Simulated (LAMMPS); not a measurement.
Pressure dependence of Ni (fcc) at 2250 K, from the melt.

Method: classical MD, pair style meam, file Ni.meam (LAMMPS).

```
P (GPa)   state                  volume       coordination number  self-diffusion coefficient of Ni (not corrected for cell size)          viscosity
-------  ------  ----------------------  ------------------------  --------------------------------------------------------------  -----------------
0        liquid  13.625 ± 0.009 Å³/atom  10.1 (counted to 3.18 Å)                                       (5.8 ± 0.2) × 10^-5 cm²/s  3.31 ± 0.07 mPa s
2        liquid  13.075 ± 0.008 Å³/atom  11.1 (counted to 3.26 Å)                                       (5.0 ± 0.1) × 10^-5 cm²/s    4.6 ± 0.4 mPa s
5        liquid  12.479 ± 0.005 Å³/atom  11.1 (counted to 3.18 Å)                                       (3.9 ± 0.1) × 10^-5 cm²/s                  -
```

Caution (row 0): enthalpy drifts during the constant-pressure average: a transition or slow ageing; fluctuation values are void.

Caution: a run this short can hold a crystal over, or a liquid under, the potential's own melting point, which these runs don't give.

Estimate the isothermal bulk modulus at zero pressure. A parabola P(ln V) through the three points gives −dP/d ln V = 41 GPa at zero pressure.

States go by the mean squared displacement: a species diffuses where it passes 1.5 Å², still rises and gives D over 1e-6 cm²/s; a crystal has left its structure where atoms lie 0.35 Å off their sites on average or a cubic box changes its shape by 3 %, or the axial ratios of another lie 8 % off the starting cell's, which the potential's own relaxation can also do.

Errors of D are the spread over four groups of atoms in one short run; a floor of about 5 %, a picked value, is safer.

Uncertainties are statistical and leave out the potential's own error.
